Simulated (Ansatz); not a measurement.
Consider Li in the bcc (W type) structure (space group Im-3m, No. 229; relaxed with 0.1 eV smearing).

```yaml
crystal:
  lattice:
    - [-1.71714, 1.71714, 1.71714]
    - [1.71714, -1.71714, 1.71714]
    - [1.71714, 1.71714, -1.71714]
  atoms:
    - { symbol: Li, position: [0.00000, 0.00000, 0.00000] }
```

Cartesian axes are those of the cell as printed.

The values are results of Ansatz (a quantum-chemistry and plane-wave program), PBEsol, PAW, cutoff 420 eV, no SOC, not measurements.

For the base:

| Quantity | Value |
|---|---|
| Shortest interatomic distance | 2.974 Å |
| Pressure | 0.0 GPa |

One thing is altered: biaxial strain −2.08 %, plane normal [111], relaxed out of plane (Cartesian); in-plane vectors clamped, the third vector and the atoms free.

Question: What happens to the shortest interatomic distance, ratio −ε⊥/ε∥, energy relative to the base and pressure?

Answer: The shortest interatomic distance decreases by 0.051 Å (2.974 Å → 2.923 Å); the ratio −ε⊥/ε∥ is 0.53; the energy rises by 1.8 meV/atom; the pressure (mean of the normal stresses, compression positive) goes from zero to 0.5 GPa.

No phonon test of stability was made.
